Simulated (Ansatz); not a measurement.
**Carrier doping in CuI**

The reference is CuI in the wurtzite structure (space group P6_3mc, No. 186; a = 4.187 Å, c = 6.898 Å).

Carriers are added at fixed cell with a uniform background; the Fermi–Dirac width is that of 300 K.

The values are results of PBEsol (Ansatz, an electronic-structure program, PAW, without spin-orbit coupling), not measurements.

Notes on the quantities. Fermi level from band edge: Fermi level relative to the doped band's edge (positive inside the band; to 0.05 eV).

| change | gap between the host's bands | Fermi level from band edge |
|---|---|---|
| undoped | 1.22 eV | – |
| electrons 3.0×10^21 cm⁻³ | 1.15 eV | +1.25 eV |
| electrons 5.0×10^21 cm⁻³ | 1.11 eV | +1.35 eV |
| electrons 7.0×10^21 cm⁻³ | ___ | ___ |
| holes 3.0×10^21 cm⁻³ | 1.40 eV | +0.35 eV |
| holes 5.0×10^21 cm⁻³ | 1.51 eV | +0.50 eV |
| holes 7.0×10^21 cm⁻³ | 1.62 eV | +0.60 eV |

Question: Complete the table.

Answer: 
- electrons 7.0×10^21 cm⁻³, gap between the host's bands: 1.07 eV
- electrons 7.0×10^21 cm⁻³, Fermi level from band edge: +1.45 eV

Carriers are added with a uniform compensating background; total energy and stress of such cells depend on the potential's zero and are not compared; many-body gap narrowing is missing at this level. With I present, leaving out spin-orbit coupling can change the band edges. Whether these cells are dynamically stable was not tested. The final runs are not spin-polarised. This is not the structure that CuI has at room temperature and ambient pressure.
